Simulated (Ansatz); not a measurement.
## LuRu2Si2 (space group I4/mmm, No. 139)

```xyz
5
Lattice="-2.0559 2.0559 4.6997 2.0559 -2.0559 4.6997 2.0559 2.0559 -4.6997" Properties=species:S:1:pos:R:3 pbc="T T T"
Lu     0.0000     0.0000     0.0000
Si     0.0000     0.0000     5.9157
Si     0.0000     0.0000     3.4837
Ru     2.0559     0.0000     2.3498
Ru     0.0000     2.0559     2.3498
```

All numbers come from PBEsol/PAW in Ansatz (a quantum-chemistry and plane-wave program), spin-orbit coupling left out. Settings: 16×16×16 k-points, 0.05 eV Fermi–Dirac smearing.

| Quantity | Value |
|---|---|
| Volume per atom | 15.89 Å³ |
| Density | 9.06 g/cm³ |
| Band gap | zero |
| Total energy | -5498.381 eV/atom (σ→0; compares only within this code and set-up) |

Whether these cells are dynamically stable was not tested. All final runs are without spin polarisation. An odd electron count without spin: LuRu2Si2.
